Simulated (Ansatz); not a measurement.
## Response to strain in NiSi

The parent structure is NiSi (space group Pnma, No. 62; a = 5.119 Å, b = 3.342 Å, c = 5.563 Å; non-magnetic). Axes: x, y, z lie along a, b, c of the conventional cell.

Strains are applied to the cell and any free atomic positions relax; under biaxial strain the out-of-plane vector relaxes too.

The values are results of Ansatz (a program for electronic structure), r2SCAN, PAW, cutoff 500 eV, without spin-orbit coupling, not measurements.

Notes on the quantities. pressure: mean of the normal stresses, compression positive.

| case | pressure | shortest interatomic distance |
|---|---|---|
| base | 0.0 GPa | 2.264 Å |
| biaxial strain −1.74 %, plane normal [001], relaxed out of plane | 3.7 GPa | 2.254 Å |
| biaxial strain −1.17 %, plane normal [001], relaxed out of plane | 2.4 GPa | 2.257 Å |
| biaxial strain +1.07 %, plane normal [001], relaxed out of plane | -2.1 GPa | 2.271 Å |
| biaxial strain +4.33 %, plane normal [001], relaxed out of plane | -7.6 GPa | 2.292 Å |

Without a gap, meshes like the base's 9×14×9 leave anisotropic stresses uncertain by several tenths of a GPa, and small strain energies with them. Whether these cells are dynamically stable was not tested. Seeded moments were not kept for the base. All final runs are without spin polarisation.
